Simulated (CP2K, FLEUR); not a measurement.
A CP2K input for a self-consistent single point of ZnHg3 (Fm-3m, 4 atoms in the cell) (DFT PBEsol, GPW, DZVP-MOLOPT-SR-GTH basis, GTH-PBE potentials (GTH_POTENTIALS)):

```
&GLOBAL
  PROJECT bulk
  RUN_TYPE ENERGY_FORCE
  PRINT_LEVEL MEDIUM
&END GLOBAL
&FORCE_EVAL
  METHOD Quickstep
  STRESS_TENSOR ANALYTICAL
  &DFT
    BASIS_SET_FILE_NAME BASIS_MOLOPT
    POTENTIAL_FILE_NAME GTH_POTENTIALS
    &QS
      METHOD GPW
      EPS_DEFAULT 1E-10
    &END QS
    &MGRID
      CUTOFF 600
      REL_CUTOFF 60
      NGRIDS 5
    &END MGRID
    &SCF
      SCF_GUESS ATOMIC
      EPS_SCF 1E-7
      MAX_SCF 100
      ADDED_MOS 9
      &DIAGONALIZATION
        ALGORITHM STANDARD
      &END DIAGONALIZATION
      &MIXING
        METHOD BROYDEN_MIXING
        ALPHA 0.3
        NBUFFER 8
        BETA 1.5
      &END MIXING
      &SMEAR ON
        METHOD GAUSSIAN
        SIGMA [eV] 0.2
      &END SMEAR
    &END SCF
    &KPOINTS
      SCHEME MONKHORST-PACK 8 8 8
      GAMMA_CENTERED T
    &END KPOINTS
    &XC
      &XC_FUNCTIONAL
        &PBE
          PARAMETRIZATION PBESOL
        &END PBE
      &END XC_FUNCTIONAL
    &END XC
    &PRINT
      &MO
        EIGENVALUES T
        OCCUPATION_NUMBERS T
        NDIGITS 8
        FILENAME mo
        &EACH
          QS_SCF 0
        &END EACH
        ADD_LAST NUMERIC
      &END MO
      &MULLIKEN ON
      &END MULLIKEN
    &END PRINT
  &END DFT
  &SUBSYS
    &CELL
      A 5.09706600 0.00000000 0.00000000
      B 2.54853300 4.41418900 0.00000000
      C 2.54853300 1.47139600 4.16173700
      PERIODIC XYZ
    &END CELL
    &COORD
      SCALED
      Zn       0.00000000     0.00000000     0.00000000
      Hg       0.25000000     0.25000000     0.25000000
      Hg       0.75000000     0.75000000     0.75000000
      Hg       0.50000000     0.50000000     0.50000000
    &END COORD
    &KIND Zn
      BASIS_SET DZVP-MOLOPT-SR-GTH-q12
      POTENTIAL GTH-PBE-q12
    &END KIND
    &KIND Hg
      BASIS_SET DZVP-MOLOPT-SR-GTH-q12
      POTENTIAL GTH-PBE-q12
    &END KIND
  &END SUBSYS
  &PRINT
    &FORCES ON
    &END FORCES
    &STRESS_TENSOR ON
    &END STRESS_TENSOR
  &END PRINT
&END FORCE_EVAL
```

**Question.** Translate this input to FLEUR.

**Answer.** This is the input that was run; spellings and numerical settings could be chosen otherwise.

Input of the input generator:

```
ZnHg3
&input film=f /
-0.0000000000 3.6041700000 3.6041700000
3.6041700000 0.0000000000 3.6041700000
3.6041700000 3.6041700000 -0.0000000000
1.8897261246
1.0 1.0 1.0

4
30 0.0000000000 0.0000000000 0.0000000000
80 0.2500000000 0.2500000000 0.2500000000
80 0.7500000000 0.7500000000 0.7500000000
80 0.5000000000 0.5000000000 0.5000000000

&comp jspins=1 /
&exco xctyp='PBEs' /
&kpt div1=8 div2=8 div3=8 gamma=t /
&end /
```

```xml
<?xml version="1.0" encoding="UTF-8" standalone="no"?>
<fleurInput fleurInputVersion="0.39">
   <comment>
      ZnHg3                                                                                               
   </comment>
   <calculationSetup>
      <cutoffs Kmax="3.8" Gmax="13.3" GmaxXC="13.3" numbands="0"/>
      <scfLoop itmax="100" minDistance="0.00001" maxIterBroyd="15" imix="Anderson" alpha="0.05" precondParam="0.0" spinf="2.0"/>
      <coreElectrons ctail="T" frcor="F" kcrel="0" coretail_lmax="0"/>
      <xcFunctional name="PBEs" relativisticCorrections="F"/>
      <magnetism jspins="1"/>
      <soc l_soc="F" theta="0.0" phi="0.0" spav="F"/>
      <expertModes spex="0" secvar="F"/>
      <geometryOptimization l_f="T" forcealpha="1.0" forcemix="BFGS" epsdisp="0.00001" epsforce="0.00001"/>
      <ldaU l_linMix="F" mixParam="0.05" spinf="1.0"/>
   </calculationSetup>
   <cell>
      <bzIntegration valenceElectrons="66.0" mode="gauss" fermiSmearingEnergy="0.00734986">
         <kPointListSelection listName="default-1"/>
         <!-- k-points included here -->
         <xi:include xmlns:xi="http://www.w3.org/2001/XInclude" href="kpts.xml"> </xi:include>
      </bzIntegration>
      <!-- symmetry operations included here -->
      <xi:include xmlns:xi="http://www.w3.org/2001/XInclude" href="sym.xml"> </xi:include>
      <bulkLattice scale="1.0">
         <bravaisMatrix>
            <row-1>    0.0000000000000000     6.8108942064995812     6.8108942064995812</row-1>
            <row-2>    6.8108942064995812     0.0000000000000000     6.8108942064995812</row-2>
            <row-3>    6.8108942064995812     6.8108942064995812     0.0000000000000000</row-3>
         </bravaisMatrix>
      </bulkLattice>
   </cell>
   <atomSpecies>
      <species name="Zinc (Zn)" element="Zn" atomicNumber="30">
         <mtSphere radius="2.68" gridPoints="925" logIncrement="0.014"/>
         <atomicCutoffs lmax="10" lnonsphr="8"/>
         <electronConfig flipSpins="F">
            <coreConfig>(1s1/2) (2s1/2) (2p1/2) (2p3/2) (3s1/2) (3p1/2) (3p3/2)</coreConfig>
            <valenceConfig>(4s1/2) (3d3/2) (3d5/2)</valenceConfig>
         </electronConfig>
         <energyParameters s="4" p="4" d="3" f="4"/>
         <lo type="HELO" l="2" n="4" eDeriv="0"/>
      </species>
      <species name="Mercury (Hg)" element="Hg" atomicNumber="80">
         <mtSphere radius="2.68" gridPoints="925" logIncrement="0.015"/>
         <atomicCutoffs lmax="10" lnonsphr="8"/>
         <electronConfig flipSpins="F">
            <coreConfig>(1s1/2) (2s1/2) (2p1/2) (2p3/2) (3s1/2) (3p1/2) (3p3/2) (4s1/2) (3d3/2) (3d5/2) (4p1/2) (4p3/2) (5s1/2) (4d3/2) (4d5/2) (4f5/2) (4f7/2)</coreConfig>
            <valenceConfig>(5p1/2) (5p3/2) (6s1/2) (5d3/2) (5d5/2)</valenceConfig>
         </electronConfig>
         <energyParameters s="6" p="6" d="5" f="5"/>
         <lo type="SCLO" l="1" n="5" eDeriv="0"/>
         <lo type="HELO" l="2" n="6" eDeriv="0"/>
      </species>
   </atomSpecies>
   <atomGroups>
      <atomGroup species="Zinc (Zn)">
         <relPos label="                   1">.0000000000 .0000000000 .0000000000</relPos>
         <force calculate="T" relaxXYZ="TTT"/>
      </atomGroup>
      <atomGroup species="Mercury (Hg)">
         <relPos label="                   2">1.000/4.000 1.000/4.000 1.000/4.000</relPos>
         <relPos label="                   3">-1.000/4.000 -1.000/4.000 -1.000/4.000</relPos>
         <force calculate="T" relaxXYZ="TTT"/>
      </atomGroup>
      <atomGroup species="Mercury (Hg)">
         <relPos label="                   4">1.000/2.000 1.000/2.000 1.000/2.000</relPos>
         <force calculate="T" relaxXYZ="TTT"/>
      </atomGroup>
   </atomGroups>
   <output dos="F" band="F" slice="F">
      <checks vchk="F" cdinf="F"/>
      <bandDOS minEnergy="-.5*Htr" maxEnergy="0.5*Htr" sigma="0.015" storeEVData="T"/>
      <vacuumDOS vacdos="F" integ="F" star="F" nstars="0" locx1="0.0" locy1="0.0" locx2="0.0" locy2="0.0" nstm="0" tworkf="0.0"/>
      <unfoldingBand unfoldBand="F" supercellX="1" supercellY="1" supercellZ="1"/>
      <plotting iplot="0" polar="F">
         <plot TwoD="T" vec1="  1.0  0.0  0.0" vec2="  0.0  1.0  0.0" vec3="  0.0  0.0  1.0" zero="  0.0  0.0  0.0" file="plot"/>
      </plotting>
      <chargeDensitySlicing numkpt="0" minEigenval="0.0" maxEigenval="0.0" nnne="0" pallst="F"/>
      <specialOutput eonly="F"/>
      <magneticCircularDichroism mcd="F" energyLo="-10.0" energyUp="0.0"/>
   </output>
  <!-- We include the file relax.xml here to enable relaxations (see documentation) -->
  <xi:include xmlns:xi="http://www.w3.org/2001/XInclude" href="relax.xml"> <xi:fallback/> </xi:include>
</fleurInput>
```

Basis settings and potentials, where a program has them, do not carry over. This input uses DFT, PBEsol, all-electron FLAPW (FLEUR), scalar-relativistic valence.

The starting cell comes from a database of computed structures (which also holds hypothetical and non-ambient phases and stackings), without a prior relaxation at this level. Its lattice was rescaled by a random factor within 2.5 % of one. For this run, on top of that: lattice scaled by 0.98.
